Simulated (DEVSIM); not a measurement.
Structure: abrupt Si n-p junction, at 250 K.

| layer (left to right) | material | thickness (μm) | Nd (cm⁻³) | Na (cm⁻³) | τn (s) | τp (s) |
|---|---|---|---|---|---|---|
| 1 | Si | 22.0 | 1.2e17 | - | 2.8e-6 | 2.8e-6 |
| 2 | Si | 2.20 | - | 7.3e17 | 2.8e-6 | 2.8e-6 |

Left contact: ohmic. Right contact: ohmic. Voltage is applied to the left contact. Recombination: SRH at mid-gap, radiative, Auger. Mobility is μmin + (μ − μmin)/(1 + (N/Nref)^α).

This is a model device: material constants are rounded textbook-type values typed into the input, and sizes, dopings and lifetimes were drawn at random. Values at 300 K; Nc and Nv go as T^1.5, mobilities as T to minus their exponent, the gap by Varshni's rule with the affinity fixed.

```tsv
parameter	Si
gap (eV)	1.124
affinity (eV)	4.05
permittivity	11.7
Nc (cm⁻³)	2.86e19
Nv (cm⁻³)	3.1e19
μn (cm²/Vs)	1417
μp (cm²/Vs)	470
μn,min	52
μp,min	45
Nref,n	9.7e16
Nref,p	2.2e17
αn	0.68
αp	0.72
T exponent of μn	2.3
T exponent of μp	2.2
B (cm³/s)	4.7e-15
Cn (cm⁶/s)	2.8e-31
Cp (cm⁶/s)	9.9e-32
Varshni α (eV/K)	0.000473
Varshni β (K)	636
```

DEVSIM, 1D drift-diffusion, Boltzmann statistics, complete ionisation; no tunnelling, impact ionisation, image-force lowering or self-heating.

Base results: largest field in the device at zero bias (V/cm) 170000; potential step across the device at zero bias (V) 0.949; dark forward voltage at 100 A/cm² (V) 0.899; dark forward voltage at 1 A/cm² (V) 0.793.

Task: What follows from this one change: doping Na of layer 2 7.3e+17 → 2.2e+17 cm^-3?

Result: largest field in the device at zero bias 170000 → 150000 V/cm; potential step across the device at zero bias 0.949 → 0.923 V; dark forward voltage at 100 A/cm² 0.899 → 0.874 V; dark forward voltage at 1 A/cm² 0.793 → 0.763 V.

Task: What follows from this one change: thickness of layer 1 22 → 37 μm?

Result: largest field in the device at zero bias little changed (170000 V/cm); potential step across the device at zero bias little changed (0.949 V); dark forward voltage at 100 A/cm² 0.899 → 0.908 V; dark forward voltage at 1 A/cm² little changed (0.796 V).

Task: What follows from this one change: constant mobility in place of the doping-dependent one?

Result: largest field in the device at zero bias little changed (170000 V/cm); potential step across the device at zero bias little changed (0.949 V); dark forward voltage at 100 A/cm² 0.899 → 0.871 V; dark forward voltage at 1 A/cm² 0.793 → 0.766 V.
